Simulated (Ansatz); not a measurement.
# Response to strain in Ge

The parent structure is Ge in the diamond structure (space group Fd-3m, No. 227; a = 5.6744 Å). Axes: x, y, z lie along the cube axes.

Strains are applied to the cell and any free atomic positions relax.

Method: r2SCAN (Ansatz, an electronic-structure program; PAW; 500 eV plane waves; scalar-relativistic without spin-orbit coupling).

Notes on the quantities. pressure: mean of the normal stresses, compression positive.

| change | pressure | band gap | volume per atom |
|---|---|---|---|
| base | 0.01 GPa | 0.36 eV | 22.84 Å³ |
| uniaxial strain ε_zz = +0.50 % | (withheld) | (withheld) | 22.95 Å³ |
| uniaxial strain ε_zz = +1.00 % | -0.68 GPa | 0.23 eV | 23.07 Å³ |
| uniaxial strain ε_zz = +1.50 % | -1.01 GPa | 0.17 eV | 23.18 Å³ |
| uniaxial strain ε_zz = +2.00 % | -1.32 GPa | 0.11 eV | 23.30 Å³ |
| uniaxial strain ε_zz = +2.50 % | -1.6 GPa | zero | 23.41 Å³ |
| uniaxial strain ε_zz = +3.00 % | -1.9 GPa | zero | 23.52 Å³ |

Q: Fill in the withheld entries from the trend.

A: 
- uniaxial strain ε_zz = +0.50 %, pressure: -0.34 GPa
- uniaxial strain ε_zz = +0.50 %, band gap: 0.30 eV

Stability against distortions was not tested. Gaps under 0.05 eV, about the width of the smearing, are given as zero. A zero or small gap of Ge under uniaxial strain ε_zz = +0.50 %, Ge under uniaxial strain ε_zz = +1.00 %, Ge under uniaxial strain ε_zz = +1.50 % and Ge under uniaxial strain ε_zz = +2.00 % can be the functional's error rather than a property of the material.
